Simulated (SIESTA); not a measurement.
Input and output of a self-consistent single point for La₂Cu₂SeSO₂ (P4mm, 8 atoms in the cell) (SIESTA).

Level of theory: GGA PBEsol+U, numerical atomic orbitals TZP, PseudoDojo PBEsol standard norm-conserving potentials (rewritten from UPF to PSML) in SIESTA.

```xyz
8
Lattice="4.0614 0.0000 0.0000 0.0000 4.0614 0.0000 0.0000 0.0000 8.7682" Properties=species:S:1:pos:R:3 pbc="T T T"
La     2.0307     2.0307     7.5305
La     0.0000     0.0000     1.2793
Cu     0.0000     2.0307     4.3107
Cu     2.0307     0.0000     4.3107
Se     0.0000     0.0000     5.8584
S      2.0307     2.0307     2.9695
O      0.0000     2.0307     0.0227
O      2.0307     0.0000     0.0227
```

Reference input (self-consistent single point, DFT, GGA PBEsol, numerical atomic orbitals TZP, PseudoDojo PBEsol standard norm-conserving potentials (rewritten from UPF to PSML)): XC.functional = GGA; XC.authors = PBEsol; potentials = PseudoDojo PBEsol standard; PAO.BasisSize = TZP; PAO.EnergyShift = 0.01 Ry; MeshCutoff = 350 Ry; kgrid.MonkhorstPack = 5 5 3; OccupationFunction = FD; ElectronicTemperature = 0.02 eV; MaxSCFIterations = 150; SCF.Mixer.Method = Pulay; SCF.Mixer.Weight = 0.25. This run's input differs from it in these lines:

```diff
@@ -43,2 +43,11 @@
 ElectronicTemperature        0.02 eV
+DFTU.ProjectorGenerationMethod 2
+DFTU.CutoffNorm              0.9
+DFTU.FirstIteration          true
+%block DFTU.proj
+  Cu 1
+  n=3 2
+  1.00 0.00
+  0.00 0.00
+%endblock DFTU.proj
```

Log, with long lists cut:

```
        iscf     Eharris(eV)        E_KS(eV)     FreeEng(eV)     dDmax    Ef(eV) dHmax(eV)
   scf:    1   -11646.567212   -15039.205568   -15039.220407  2.953715  0.359210219.357738
   scf:    2    -4110.582947   -13503.942180   -13503.952056 10.176150 -6.109976229.214383
   scf:    3   -17127.516526   -16618.659497   -16618.662862  9.964192 -6.263211 59.004000
   scf:    4   -16706.720778   -16666.616535   -16666.616536  0.824744 -5.665980 45.474343
   scf:    5   -16714.392223   -16694.187213   -16694.187213  0.318013 -4.272945 29.065564
   [... 3 lines left out ...]
   [... lines left out ...]
hubbard_term: recalculating local occupations   13
hubbard_term: maximum change in local occup.    0.000361
   scf:   25   -16718.407403   -16718.407398   -16718.407398  0.000393 -3.444523  0.000953
hubbard_term: recalculating local occupations   14
hubbard_term: maximum change in local occup.    0.000361
   scf:   26   -16718.407411   -16718.407411   -16718.407411  0.000041 -3.444609  0.000228
hubbard_term: recalculating local occupations   15
hubbard_term: maximum change in local occup.    0.000362
   scf:   27   -16718.407415   -16718.407415   -16718.407415  0.000008 -3.444576  0.000070
SCF Convergence by DM+H criterion
max |DM_out - DM_in|         :     0.0000081836
max |H_out - H_in|      (eV) :     0.0000703638
DFT+U population converged by dTol_pop criteria:
max |pop(DFT+U)_i - pop(DFT+U)_j|:     0.0003615822
SCF cycle converged after 27 iterations

Using DM_out to compute the final energy and forces
hubbard_term: recalculating local occupations   16
hubbard_term: maximum change in local occup.    0.000362
hubbard_term: recalculating Hamiltonian and forces

siesta: E_KS(eV) =           -16718.4044

siesta: E_KS - E_eggbox =    -16718.4044

siesta: Atomic forces (eV/Ang):
     1    0.000000    0.000000   -0.068628
     2   -0.000000    0.000000    0.208020
     3    0.000000    0.000000   -0.245042
     4    0.000000    0.000000   -0.245042
     5    0.000000   -0.000000    0.106866
   [... lines left out ...]
siesta: FreeEng =    -16718.404374
siesta: Cell volume =        144.633237 Ang**3
siesta:         -51.25734321        -46.56160625  kBar
   [... lines left out ...]

              0.004

mulliken: Qtot =       94.000

Mulliken Atomic Populations:
Atom #   charge [q] valence [e]  Species
     1     0.614028   10.385972  La
     2     0.672339   10.327661  La
     3    -0.017719   19.017719  Cu
     4    -0.017719   19.017719  Cu
     5    -0.135880   16.135880  Se
     6    -0.045175    6.045175  S
     7    -0.534938    6.534938  O
     8    -0.534938    6.534938  O
 Total    -0.000000
```

The run converged in 27 iterations. Against the reference run the pressure goes from -5.29 to -5.13 GPa, the largest force goes from 0.259 to 0.245 eV/Å and the gap on the mesh goes from 1.488 to 1.555 eV.

The starting cell comes from a database of computed structures (which also holds hypothetical and non-ambient phases and stackings), without a prior relaxation at this level. Its lattice was rescaled by a random factor within 2.5 % of one. Spin polarisation is off. The U value is a test value, and with U on an open shell several self-consistent states can exist. Values carry the incompleteness of an atom-centred basis. With a pressure of about -5 GPa the cell is away from its equilibrium volume at this level.

Cost on one core of a shared machine: roughly 3 min.
